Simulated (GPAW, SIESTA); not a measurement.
A SIESTA input for a self-consistent single point of SiGe (P6_3mc, 4 atoms in the cell) (DFT, LDA PW92, numerical atomic orbitals DZP, PseudoDojo LDA standard norm-conserving potentials (rewritten from UPF to PSML)):

```
# files in the folder: Si.psml Ge.psml (PseudoDojo LDA standard)
SystemName  SiGe
SystemLabel sige

NumberOfAtoms                4
NumberOfSpecies              2
%block ChemicalSpeciesLabel
  1 14 Si
  2 32 Ge
%endblock ChemicalSpeciesLabel
LatticeConstant              1.0 Bohr
%block LatticeVectors
     7.378341167    0.000000000    0.000000000
    -3.689170584    6.389831101    0.000000000
     0.000000000    0.000000000   12.190207490
%endblock LatticeVectors
AtomicCoordinatesFormat      ScaledCartesian
%block AtomicCoordinatesAndAtomicSpecies
     3.689174273    2.129941570   10.661677373  1
    -0.000003689    4.259889530    4.566573628  1
     3.689174273    2.129941570    6.099857926  2
    -0.000003689    4.259889530    0.004754181  2
%endblock AtomicCoordinatesAndAtomicSpecies

XC.functional                LDA
XC.authors                   PW92
PAO.BasisSize                DZP
PAO.EnergyShift              0.005 Ry
MeshCutoff                   300 Ry
%block kgrid.MonkhorstPack
   10   0   0  0.0
    0  10   0  0.0
    0   0   5  0.0
%endblock kgrid.MonkhorstPack
OccupationFunction           FD
ElectronicTemperature        0.02 eV

MaxSCFIterations             150
SCF.Mixer.Method             Pulay
SCF.Mixer.Weight             0.1
SCF.Mixer.History            8
SCF.DM.Tolerance             1.0E-04
Diag.ParallelOverK           true
WriteForces                  true
```

Problem. Give the GPAW input for the same structure, mesh, smearing and functional.

Solution. One input that does it (others would too):

```python
from ase import Atoms
from ase.units import GPa
from gpaw import GPAW

atoms = Atoms(['Si', 'Si', 'Ge', 'Ge'],
              cell=[[3.904450, 0.000000, 0.000000],
                    [-1.952225, 3.381353, 0.000000],
                    [0.000000, 0.000000, 6.450780]],
              scaled_positions=[[0.666667, 0.333333, 0.874610],
                                [0.333333, 0.666667, 0.374610],
                                [0.666667, 0.333333, 0.500390],
                                [0.333333, 0.666667, 0.000390]],
              pbc=True)

calc = GPAW(mode={'name': 'pw', 'ecut': 600},
            xc='LDA',
            kpts={'size': (10, 10, 5), 'gamma': True},
            occupations={'name': 'fermi-dirac', 'width': 0.02},
            nbands=-6,
            convergence={'bands': -4},
            symmetry={'symmorphic': False, 'tolerance': 0.0005},
            maxiter=150)

atoms.calc = calc

energy = atoms.get_potential_energy()
print('Energy (eV):', round(energy, 6))
forces = atoms.get_forces()
print('Forces (eV/Ang):')
print(forces.round(5))
stress = atoms.get_stress()
print('Stress (GPa, Voigt):', (stress / GPa).round(4))
```

Basis, cutoffs, solver keys and any potentials are the target program's own. This input uses DFT LDA (Perdew-Wang 92), plane waves, GPAW PAW datasets LDA (gpaw-data 1.0.1). LDA parametrisations can differ slightly between programs. Both were run: pressure -0.92 GPa in SIESTA and -1.49 in GPAW; largest force 0.019 eV/Å in SIESTA and 0.007 in GPAW; gap on the mesh 0.436 eV in SIESTA and 0.354 in GPAW.

On GPAW: the starting cell comes from a database of computed structures (which also holds hypothetical and non-ambient phases and stackings), without a prior relaxation at this level.

On SIESTA: the starting cell comes from a database of computed structures (which also holds hypothetical and non-ambient phases and stackings), without a prior relaxation at this level. Values carry the incompleteness of an atom-centred basis.
